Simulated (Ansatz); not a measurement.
System: Bi-vacancy pair (Bi on one host Sn site, one Sn site vacant) in beta tin (neutral cell). Level of theory: PBE, PAW (plane waves to 420 eV; Ansatz, a first-principles code).

48-site cell at the relaxed PBE lattice, a 2×2×2 k-point mesh shifted by half a step, smearing 0.10 eV, spin-restricted, no finite-size correction. Energies are static. Spin-orbit coupling is left out. Forms of the defect that were not tried may lie lower.

Barriers: single points on a 3×3×3 k-point mesh shifted by half a step at the bands' geometries (they differ from the bands' own by up to 0.07 eV, and are uncertain by about as much).

Relaxed starting cell (atoms counted from 1):

```
BiSn46
1.0
   11.87020     0.00000     0.00000
    0.00000    11.87020     0.00000
    0.00000     0.00000     9.67836
Bi Sn
1 46
Cartesian
  0.01107   2.51192   0.77659
 -0.00225   2.97228   4.03777
  0.00883   2.94407   7.22448
  0.00807   8.46216   1.05171
 -0.00241   8.90494   4.25455
  0.00415   8.92794   7.46220
  5.93949   2.94046   0.73553
  5.93399   2.95369   3.98268
  5.94540   2.98461   7.19833
  5.94123   8.86385   0.82821
  5.93397   8.93267   4.05601
  5.94141   8.89748   7.29453
 -0.01664  -0.04126   3.27147
 -0.01164  -0.02956   6.39427
 -0.01140   5.55746   0.02919
 -0.00893   5.96623   3.30909
 -0.01043   5.98274   6.54069
  5.86703  -0.04058  -0.02171
  5.93208   0.00448   3.15847
  5.92967   0.00641   6.43433
  5.92532   5.92577  -0.01835
  5.92939   5.95547   3.22561
  5.92914   5.94470   6.40575
  2.90330   0.08404   2.31723
  2.93789   0.01079   5.51028
  3.00265   0.07851   8.75416
  2.95822   6.02285   2.54812
  2.94133   5.96139   5.74951
  2.93264   5.97854   8.99899
  8.94015   0.08161   2.29021
  8.91541   0.00856   5.48557
  8.71840   0.07120   8.71496
  8.89718   6.01918   2.53157
  8.91174   5.95899   5.73507
  8.91472   5.97815   8.98571
  3.00965   3.08733   1.59564
  2.95481   3.00532   4.78780
  2.98682   3.05558   7.99531
  2.97362   8.96102   1.65056
  2.98930   8.89544   4.86233
  2.97540   8.92498   8.09382
  8.86986   3.08068   1.58995
  8.91089   3.00561   4.78674
  8.90456   3.04780   7.99839
  8.90800   8.96001   1.64901
  8.87585   8.89020   4.86058
  8.90643   8.92729   8.09250
```

End state 1 differs by these moves (Å; atoms that move under 0.15 Å are left out):

```
atom  element     Δx     Δy     Δz
----  -------  -----  -----  -----
1          Bi  -0.03  -2.01  -0.74
4          Sn   0.00   0.86  -0.27
5          Sn   0.01   0.00  -0.31
6          Sn   0.00  -0.01  -0.28
7          Sn   0.06   0.11   0.10
15         Sn   0.00   0.86  -0.27
16         Sn   0.00  -0.01  -0.28
17         Sn   0.01   0.00  -0.31
18         Sn   0.06   0.11   0.10
24         Sn   0.06  -0.12   0.17
25         Sn   0.02   0.00   0.19
26         Sn  -0.01  -0.15   0.14
27         Sn   0.00  -0.07  -0.15
29         Sn   0.02  -0.05  -0.16
30         Sn  -0.06  -0.12   0.20
31         Sn  -0.01   0.00   0.21
32         Sn   0.14  -0.14   0.18
35         Sn  -0.02  -0.06  -0.15
36         Sn   0.14  -0.14   0.18
37         Sn  -0.01   0.00   0.21
38         Sn  -0.06  -0.12   0.20
39         Sn  -0.02  -0.06  -0.15
42         Sn  -0.01  -0.15   0.14
43         Sn   0.02   0.00   0.19
44         Sn   0.06  -0.12   0.17
45         Sn   0.02  -0.05  -0.16
47         Sn   0.00  -0.07  -0.15
```

**Question.** Give the forward and backward barriers to end state 1 at the level PBE, PAW.

**Answer.** forward 0.28 eV, backward 0.28 eV; at the saddle point atom 1 has neighbours Sn at 3.27, Sn at 3.29, Sn at 3.32, Sn at 3.34 Å. The saddle point's order was not checked.
